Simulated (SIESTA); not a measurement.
Input and output of a self-consistent single point for YFe2 (Fd-3m, 6 atoms in the cell) (SIESTA).

Method of the run: LDA PW92, numerical atomic orbitals DZP, PseudoDojo LDA standard norm-conserving potentials (rewritten from UPF to PSML) (SIESTA 5.4.2).

The change in words: lattice scaled by 0.98. Reference geometry:
```xyz
6
Lattice="0.0000 3.6746 3.6746 3.6746 0.0000 3.6746 3.6746 3.6746 0.0000" Properties=species:S:1:pos:R:3 pbc="T T T"
Y      1.8373     1.8373     1.8373
Y      0.0000     0.0000     0.0000
Fe     4.5932     4.5932     4.5932
Fe     4.5932     2.7559     2.7559
Fe     2.7559     2.7559     4.5932
Fe     2.7559     4.5932     2.7559
```
Moments meant for the start (each program seeds them in its own way; μB, in the order of the atoms Y Y Fe Fe Fe Fe): 1.0 1.0 4.0 4.0 4.0 4.0.

Reference input (self-consistent single point, DFT, LDA PW92, numerical atomic orbitals DZP, PseudoDojo LDA standard norm-conserving potentials (rewritten from UPF to PSML)): XC.functional = LDA; XC.authors = PW92; potentials = PseudoDojo LDA standard; PAO.BasisSize = DZP; PAO.EnergyShift = 0.005 Ry; MeshCutoff = 300 Ry; kgrid.MonkhorstPack = 5 5 5; OccupationFunction = MP; OccupationMPOrder = 0; ElectronicTemperature = 3156.43 K; Spin = polarized; DM.InitSpin = [1 +1.00, 2 +1.00, 3 +4.00, 4 +4.00, 5 +4.00, 6 +4.00]. This run's input differs from it in these lines:

```diff
@@ -12,5 +12,5 @@
 %block LatticeVectors
-     0.000000000    3.674590000    3.674590000
-     3.674590000    0.000000000    3.674590000
-     3.674590000    3.674590000    0.000000000
+     0.000000000    3.601098000    3.601098000
+     3.601098000    0.000000000    3.601098000
+     3.601098000    3.601098000    0.000000000
 %endblock LatticeVectors
@@ -18,8 +18,8 @@
 %block AtomicCoordinatesAndAtomicSpecies
-     3.471984360    3.471984360    3.471984360  1
+     3.402544484    3.402544484    3.402544484  1
      0.000000000    0.000000000    0.000000000  1
-     8.679960900    8.679960900    8.679960900  2
-     8.679960900    5.207976540    5.207976540  2
-     5.207976540    5.207976540    8.679960900  2
-     5.207976540    8.679960900    5.207976540  2
+     8.506361210    8.506361210    8.506361210  2
+     8.506361210    5.103816726    5.103816726  2
+     5.103816726    5.103816726    8.506361210  2
+     5.103816726    8.506361210    5.103816726  2
 %endblock AtomicCoordinatesAndAtomicSpecies
```

Log, with long lists cut:

```
        iscf     Eharris(eV)        E_KS(eV)     FreeEng(eV)     dDmax    Ef(eV) dHmax(eV)
   scf:    1   -15675.018956   -15810.826920   -15811.136201  1.438269 -4.984677 21.325088
     spin moment: {S} , |S| = {        0.0        0.0    9.85341 }     9.85341
   scf:    2   -15861.353475   -15850.940299   -15851.181311  0.339122 -5.792344  3.890827
     spin moment: {S} , |S| = {        0.0        0.0    9.19340 }     9.19340
   scf:    3   -15852.547016   -15851.883263   -15852.116876  0.072747 -5.945049  2.629250
     spin moment: {S} , |S| = {        0.0        0.0    8.91737 }     8.91737
   [... lines left out ...]
     spin moment: {S} , |S| = {        0.0        0.0    6.27773 }     6.27773
   scf:   18   -15853.125804   -15853.125964   -15853.342786  0.000426 -6.466383  0.001831
     spin moment: {S} , |S| = {        0.0        0.0    6.28096 }     6.28096
   scf:   19   -15853.125971   -15853.125968   -15853.342786  0.000043 -6.466359  0.001741
     spin moment: {S} , |S| = {        0.0        0.0    6.28115 }     6.28115
   scf:   20   -15853.125939   -15853.125954   -15853.342786  0.000076 -6.466388  0.000627
     spin moment: {S} , |S| = {        0.0        0.0    6.28115 }     6.28115
SCF Convergence by DM+H criterion
max |DM_out - DM_in|         :     0.0000759116
max |H_out - H_in|      (eV) :     0.0006269267
SCF cycle converged after 20 iterations

Using DM_out to compute the final energy and forces

siesta: E_KS(eV) =           -15853.1260

siesta: E_KS - E_eggbox =    -15853.1260

siesta: Atomic forces (eV/Ang):
     1   -0.000000    0.000000   -0.000002
     2    0.000000   -0.000000    0.000002
     3   -0.000000   -0.000000   -0.000000
     4   -0.000000    0.000000    0.000000
     5    0.000000    0.000000   -0.000000
     6    0.000000   -0.000000    0.000000
   Tot   -0.000000   -0.000000   -0.000000
   Max    0.000002
   Res    0.000001    sqrt( Sum f_i^2 / 3N )
   Max    0.000002    constrained

   [... lines left out ...]
siesta: FreeEng =    -15853.342786
siesta: Cell volume =         93.397407 Ang**3
siesta:        -100.44385448       -100.44383073  kBar
   [... lines left out ...]

mulliken: Qtot =       39.859

Mulliken Atomic Populations:
Atom #   charge [q] valence [e]      Sz [e]  Species
     1    -0.362405   11.362405   -0.586943  Y
     2    -0.362405   11.362405   -0.586943  Y
     3     0.181200   15.818800    1.863758  Fe
     4     0.181204   15.818796    1.863760  Fe
     5     0.181200   15.818800    1.863758  Fe
     6     0.181205   15.818795    1.863760  Fe
 Total    -0.000000                6.281151
```

The run converged in 20 iterations. Against the reference run the free energy goes down by 75.6 meV/atom, the pressure goes from -14.69 to -10.04 GPa and the size of the net moment goes from 1.15 to 1.05 μB/atom.

The starting cell comes from a database of computed structures (which also holds hypothetical and non-ambient phases and stackings), without a prior relaxation at this level. For this run, on top of that: lattice scaled by 0.98. The magnetic order is the one reached from the typed start; others were not searched systematically. Values carry the incompleteness of an atom-centred basis. With a pressure of about -10 GPa the cell is away from its equilibrium volume at this level.

Cost on one core of a shared machine: roughly 2 min.
